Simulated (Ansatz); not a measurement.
An Ansatz (a quantum-chemistry and plane-wave program) run: C with a change (isotropic strain −2.00 %); Ansatz PBEsol, no spin-orbit coupling.

Input:

Ansatz 0.2 input:
```yaml
crystal:
  lattice:
    - [0, 1.7413592234, 1.7413592234]
    - [1.7413592234, 0, 1.7413592234]
    - [1.7413592234, 1.7413592234, 0]
  atoms:
    - { symbol: C, position: [0, 0, 0] }
    - { symbol: C, position: [0.25, 0.25, 0.25] }
basis: { ecutwfc: 420, ecutrho_ratio: 4, xc_grid: 2, fft_grid_basis: typed }
kpoints: { mp_grid: { grid: [16, 16, 16] } }
hamiltonian:
  xc: pbesol
  dispersion: none
  pseudopotentials: { kind: paw }
scf: { occupations: { method: fermi_dirac, width: 0.05 }, convergence: { dr2_threshold: 0.0000000002 } }
relax: { f_tol: 0.005, max_steps: 50 }
output: { forces: true, stress: true }
checkpoint: { write: state.ck, write_every: 1000 }
```

Output (explanatory and most iteration lines left out):

```
Relaxation: its limit of steps is 50 (relax.max_steps)
Pseudopotential: C, paw, valence charge 4
Crystal: 2 atoms, lattice volume = 10.561 Å³
Basis set: ecut = 420 eV, 181 PW (Γ), exchange–correlation on 36×36×36 points (8 copies of the dense FFT grid, shifted against one another)
Bands: 8, of which v1, the nominal top of the filled ones, is band 4 counted from 1 (3 counted from 0)
Symmetry: 48 space group operations
Space group: Fd-3m (ITA 227), of the structure as read, at distance tolerance 2.2e-5 Å
k-points: 145 of 4096
Functional: x = pbesol(κ = 0.804, μ = 0.12345679012345678), c = pbesol(β = 0.046)
SCF iter   1: F=—  HF=-493.277961 eV  |F-HF|=—  |Δ(HF+E_count)|=         —  Δρ=8.52e-3  dr2=5.65e-3  ethr=1.77e-3  ⟨swp⟩=4.6  Hψ=7519  notcnv=0
SCF iter   2: F=—  HF=-493.276209 eV  |F-HF|=—  |Δ(HF+E_count)|=   1.75e-3  Δρ=3.00e-3  dr2=6.66e-4  ethr=7.06e-5  ⟨swp⟩=1.1  Hψ=2345  notcnv=0
SCF 1 converged in 6 iterations: F = -493.276035 eV  dr2 = 1.62e-13
relax step   1: F+E_penalty+E_count = -493.27603477 eV  Δ(F+E_penalty+E_count) = +0.000e0 eV  max|allowed force component| = 4.626e-18 eV/Å  Δτ_max = 0.0000 Å  (6 SCF iters, accepted)
SCF converged after 6 iterations
Free energy (F): -493.276035 eV
Internal energy: -493.276035 eV  (E = F + TS)
E sigma→0 (E₀):  -493.276035 eV
Fermi energy:    16.684199 eV
--- Forces (eV/Å), atoms counted from 1 ---
  atom   1  C      0.00000000     0.00000000     0.00000000
  atom   2  C      0.00000000     0.00000000     0.00000000
--- Stress (GPa, compression-positive) ---
       30.462647       0.000000      -0.000000
       -0.000000      30.462647       0.000000
        0.000000       0.000000      30.462647
  P = ⅓ Tr σ = 30.4626 GPa (304.626 kbar)
--- Relaxed structure (1 steps of the walk, 1 accepted, 0 SCFs on fresh bases) ---
  atoms:
    - { symbol: C, position: [0.0, 0.0, 0.0] }
    - { symbol: C, position: [0.25, 0.25, 0.25] }
```

No phonon test of stability was made. The cell was made from C in the diamond structure (space group Fd-3m, No. 227) by this change: isotropic strain −2.00 %.
